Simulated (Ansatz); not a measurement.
Functionals compared on the (110) surface of cuprite in its 1x1 cell (cut with top plane 2 Cu, bottom plane 2 Cu), relaxed from an ideal cut (the real face may reconstruct), outermost plane spacing 1.52 Å in the ideal cut (one of several cuts of this face), with 2 Cu a cell over the bulk's ratio, in Ansatz (plane waves, PAW). The structure was relaxed with PBE; the other rows are single points on it. Cutoff 420 eV (500 eV for r2SCAN).

Set-up: 26 atoms, Cu18O8, 12.2 Å thick at the start; mesh 6x4x1; 0.025 eV smearing; dipole correction on; all atoms relaxed; held to the start's symmetry, so lower structures may exist; no spin (no spin-polarised run to compare, though such a face may carry moments), no spin-orbit, no U. The slab shows no gap on its mesh. These notes are the PBE run's.

```tsv
functional	work function of the top face (eV)	rough cost of the single point
PBE	3.88	–
LDA	___	around 110 core-seconds (rough)
PBEsol	3.96	around 110 core-seconds (rough)
RPBE	3.70	very roughly 110 core-seconds
r2SCAN	3.85	around 3 core-minutes (rough)
```

**Question.** Some entries are withheld; supply them.

**Answer.** 
- LDA, work function of the top face (eV): 4.23

Ansatz is a quantum-chemistry and plane-wave program.
